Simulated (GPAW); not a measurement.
A self-consistent single point of RbSr3 (P1, 4 atoms in the cell) with GPAW.

Method of the run: PBEsol, GPAW PAW datasets PBEsol (made by gpaw-setup) (plane waves; GPAW 25.7.0).

The change in words: atoms moved at random. Reference geometry:
```yaml
crystal:
  lattice:
    - [-3.09065, 3.09065, 6.37601]
    - [3.09065, -3.09065, 6.37601]
    - [3.09065, 3.09065, -6.37601]
  atoms:
    - { symbol: Rb, position: [0.00000, 0.00000, 0.00000] }
    - { symbol: Sr, position: [0.75000, 0.25000, 0.50000] }
    - { symbol: Sr, position: [0.25000, 0.75000, 0.50000] }
    - { symbol: Sr, position: [0.50000, 0.50000, 0.00000] }
```

Reference input (self-consistent single point, DFT PBEsol, plane waves, GPAW PAW datasets PBEsol (made by gpaw-setup)): mode = pw; ecut = 550 eV; xc = PBEsol; kpts = 5 5 5; mesh shift (steps) = 0 0 0; occupations.name = fermi-dirac; occupations.width = 0.1 eV; nbands = -10; symmetry.symmorphic = false; symmetry.tolerance = 0.0005; maxiter = 100. This run's input differs from it in these lines:

```diff
@@ -8,6 +8,6 @@
                     [3.090650, 3.090650, -6.376005]],
-              positions=[[0.000000, 0.000000, 0.000000],
-                         [0.000000, 3.090650, 3.188003],
-                         [3.090650, 0.000000, 3.188003],
-                         [0.000000, 0.000000, 6.376005]],
+              positions=[[0.025745, 0.036723, -0.044925],
+                         [-0.022324, 3.052638, 3.155007],
+                         [3.152661, 0.019774, 3.265369],
+                         [-0.065429, -0.018482, 6.376553]],
               pbc=True)
```

The program printed (abridged):

```
     iter     time        total  log10-change:
                         energy   eigst   dens
iter:   1 --:--:--    -6.157978
iter:   2 --:--:--    -6.298634   -1.33  -1.48
iter:   3 --:--:--    -6.177645   -2.09  -1.52
iter:   4 --:--:--    -6.069323   -2.11  -1.63
iter:   5 --:--:--    -6.073659   -3.25  -2.01
iter:   6 --:--:--    -6.070394c  -3.51  -2.17
iter:   7 --:--:--    -6.070603c  -4.33  -2.43
iter:   8 --:--:--    -6.068730c  -4.22  -2.70
iter:   9 --:--:--    -6.068727c  -5.21  -3.31
iter:  10 --:--:--    -6.068739c  -5.89  -3.38
iter:  11 --:--:--    -6.068735c  -5.95  -3.58
iter:  12 --:--:--    -6.068733c  -7.10  -3.90
iter:  13 --:--:--    -6.068720c  -6.94  -3.94
iter:  14 --:--:--    -6.068720c  -7.81c -4.19c
Converged after 14 iterations.

Dipole moment: (0.577913, 0.014758, -1.158224) |e|*Ang

Energy contributions relative to reference atoms: (reference = -340386.688655)

Kinetic:         -4.449270
Potential:       +8.783055
External:        +0.000000
XC:              -9.927251
Entropy (-ST):   -0.151879
Local:           -0.399315
SIC:             +0.000000
--------------------------
Free energy:     -6.144660
Extrapolated:    -6.068720

Showing only first 2 kpts
 Kpt  Band  Eigenvalues  Occupancy
  0    17      2.44373    1.95266
  0    18      2.97520    0.33735
  0    19      3.25590    0.02421
  0    20      3.48048    0.00259

  1    17      2.75346    1.30151
  1    18      2.79836    1.08644
  1    19      2.91141    0.55490
  1    20      2.98844    0.30181

Fermi level: 2.81569

No gap
No difference between direct/indirect transitions
Energy (eV): -6.06872

Forces in eV/Ang:
  0 Rb   -0.06179   -0.06114    0.06884
  1 Sr    0.05309    0.06415    0.00661
  2 Sr   -0.11240   -0.04229   -0.10801
  3 Sr    0.12130    0.03930    0.03266

Stress tensor:
     0.002317    -0.000105     0.000031
    -0.000105     0.002354    -0.000048
     0.000031    -0.000048     0.003373
Stress (GPa, Voigt): [ 0.3713  0.3772  0.5404 -0.0077  0.0049 -0.0168]
```

The run converged in 14 iterations. GPAW prints stress with tension positive. Against the reference run the free energy goes up by 4.4 meV/atom, the pressure hardly changes (-0.45 to -0.43 GPa) and the largest force goes from 0.000 to 0.162 eV/Å.

The starting cell comes from a database of computed structures (which also holds hypothetical and non-ambient phases and stackings), without a prior relaxation at this level. For this run, on top of that: atoms moved at random.

Cost on one core of a shared machine: roughly 4 min.
